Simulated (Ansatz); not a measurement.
## Fluorite CoSi2: properties by level of theory

Reference values: lattice constant a 5.365 Å (measured, room temperature, no zero-point or thermal correction; as tabulated in Hegde and Bowen (2014), arXiv:1405.1317).

```csv
level (code),lattice parameter a (Å),bulk modulus B0 (GPa),cohesive energy (eV/atom),elastic constant C11 (GPa),elastic constant C44 (GPa),Voigt–Reuss–Hill shear modulus (GPa)
LDA (Ansatz),5.274,203,6.37,277,101,78.8
PBEsol (Ansatz),5.312,194,?,263,?,74.7
r²SCAN+rVV10 (Ansatz),5.307,200,?,272,?,80.1
```

**Question.** Complete the blanks.

**Answer.** 
- PBEsol (Ansatz, a program for electronic structure), cohesive energy (eV/atom): 5.82
- PBEsol (Ansatz), elastic constant C44 (GPa): 96.1
- r²SCAN+rVV10 (Ansatz), cohesive energy (eV/atom): 5.29
- r²SCAN+rVV10 (Ansatz), elastic constant C44 (GPa): 104

Ansatz's density-functional and Hartree–Fock values are scalar-relativistic unless marked +SOC, with PAW data made under PBE.

The crystal itself was run without spin with LDA, PBEsol, r²SCAN+rVV10; a magnetic state was not tried in these runs.

Free atoms are spin-polarised, in the lowest state found; at levels without +SOC their spin–orbit coupling is left out.
